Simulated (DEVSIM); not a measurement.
System: Schottky contact on n-type Si, at 400 K.

```tsv
layer (left to right)	material	thickness (μm)	Nd (cm⁻³)	τn (s)	τp (s)
1	Si	3.40	2e16	0.00016	0.00016
2	Si	18.0	1.2e18	0.00016	0.00016
```

Left contact: Schottky, work function 4.83 eV, emission velocity 2.7e6 cm/s. Right contact: ohmic. Voltage is applied to the left contact. Recombination: SRH at mid-gap, Auger. Mobility is μmin + (μ − μmin)/(1 + (N/Nref)^α).

Constants are typed, rounded textbook-type inputs, not results; the design itself was drawn at random and stands for no fabricated device. Values at 300 K; Nc and Nv go as T^1.5, mobilities as T to minus their exponent, the gap by Varshni's rule with the affinity fixed.

```tsv
parameter	Si
gap (eV)	1.124
affinity (eV)	4.05
permittivity	11.7
Nc (cm⁻³)	2.86e19
Nv (cm⁻³)	3.1e19
μn (cm²/Vs)	1417
μp (cm²/Vs)	470
μn,min	52
μp,min	45
Nref,n	9.7e16
Nref,p	2.2e17
αn	0.68
αp	0.72
T exponent of μn	2.3
T exponent of μp	2.2
Cn (cm⁶/s)	2.8e-31
Cp (cm⁶/s)	9.9e-32
Varshni α (eV/K)	0.000473
Varshni β (K)	636
```

Model (solved in DEVSIM): 1D drift-diffusion, Boltzmann statistics, complete ionisation; no tunnelling, impact ionisation, image-force lowering or self-heating. Metal contacts follow the ideal Schottky-Mott rule: no Fermi-level pinning, no interface dipoles.

The metal work function was swept, all else fixed.

```json
[
 {"metal work function (eV)": "4.68", "dark forward voltage at 100 A/cm² (V)": "0.243", "dark forward voltage at 1 A/cm² (V)": "0.064", "potential step across the device at zero bias (V)": "0.506"},
 {"metal work function (eV)": "4.73", "dark forward voltage at 100 A/cm² (V)": "0.293", "dark forward voltage at 1 A/cm² (V)": "0.108", "potential step across the device at zero bias (V)": "0.556"},
 {"metal work function (eV)": "4.78", "dark forward voltage at 100 A/cm² (V)": "0.343", "dark forward voltage at 1 A/cm² (V)": "0.157", "potential step across the device at zero bias (V)": "0.606"},
 {"metal work function (eV)": "4.83", "dark forward voltage at 100 A/cm² (V)": "0.393", "dark forward voltage at 1 A/cm² (V)": "0.207", "potential step across the device at zero bias (V)": "0.656"},
 {"metal work function (eV)": "4.88", "dark forward voltage at 100 A/cm² (V)": "0.443", "dark forward voltage at 1 A/cm² (V)": "0.257", "potential step across the device at zero bias (V)": "0.706"},
 {"metal work function (eV)": "4.93", "dark forward voltage at 100 A/cm² (V)": "0.491", "dark forward voltage at 1 A/cm² (V)": "0.306", "potential step across the device at zero bias (V)": "0.756"},
 {"metal work function (eV)": "4.98", "dark forward voltage at 100 A/cm² (V)": "0.537", "dark forward voltage at 1 A/cm² (V)": "0.355", "potential step across the device at zero bias (V)": "0.806"},
 {"metal work function (eV)": "5.03", "dark forward voltage at 100 A/cm² (V)": "0.581", "dark forward voltage at 1 A/cm² (V)": "0.404", "potential step across the device at zero bias (V)": "0.856"}
]
```

From the first row to the last the dark forward voltage at 100 A/cm² goes from 0.243 to 0.581. From the first row to the last the dark forward voltage at 1 A/cm² goes from 0.064 to 0.404.
